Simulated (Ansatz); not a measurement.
Consider TiS2 in the CdI2 type structure (space group P-3m1, No. 164; a = 3.2980 Å, c = 5.3401 Å; layered, stacked along the Cartesian z axis).

Structures relaxed with plane-wave PAW DFT at the PBEsol-D3(BJ) level (Ansatz, a program for electronic structure, 420 eV), no spin-orbit coupling.

Base:

Simulated powder pattern, Co Kα, λ = 1.79026 Å (kinematic, ideal powder, no thermal factors, no anomalous dispersion; the 8 strongest lines at most, above 2 %, up to 2θ = 90°):

```json
[
 {"2θ (°)": "19.30", "I/Imax (%)": "34", "hkl": "(001)"},
 {"2θ (°)": "41.64", "I/Imax (%)": "100", "hkl": "(011)"},
 {"2θ (°)": "54.64", "I/Imax (%)": "47", "hkl": "(102)"},
 {"2θ (°)": "60.38", "I/Imax (%)": "4.4", "hkl": "(003)"},
 {"2θ (°)": "65.75", "I/Imax (%)": "26", "hkl": "(110)"},
 {"2θ (°)": "69.24", "I/Imax (%)": "5.5", "hkl": "(111)"},
 {"2θ (°)": "72.67", "I/Imax (%)": "12", "hkl": "(103)"},
 {"2θ (°)": "80.91", "I/Imax (%)": "13", "hkl": "(201)"}
]
```

The change: a hydrostatic pressure of 4.5 GPa.

Question: How do the reflections move or split?

Answer: 
Simulated powder pattern, Co Kα, λ = 1.79026 Å (kinematic, ideal powder, no thermal factors, no anomalous dispersion; the 8 strongest lines at most, above 2 %, up to 2θ = 90°):

| 2θ (°) | d (Å) | I/Imax (%) | hkl |
|---|---|---|---|
| 19.86 | 5.191 | 26 | (001) |
| 42.53 | 2.468 | 100 | (011) |
| 56.05 | 1.905 | 46 | (102) |
| 62.31 | 1.730 | 5.5 | (003) |
| 67.10 | 1.620 | 25 | (110) |
| 70.76 | 1.546 | 4.3 | (111) |
| 74.87 | 1.473 | 9.5 | (103) |
| 82.77 | 1.354 | 13 | (201) |

The indices refer to the base's conventional cell; one index is shown for lines that coincide.

Load acts through the strain it causes; cell and atoms are relaxed under it. Stability against distortions was not tested. The final runs are not spin-polarised.
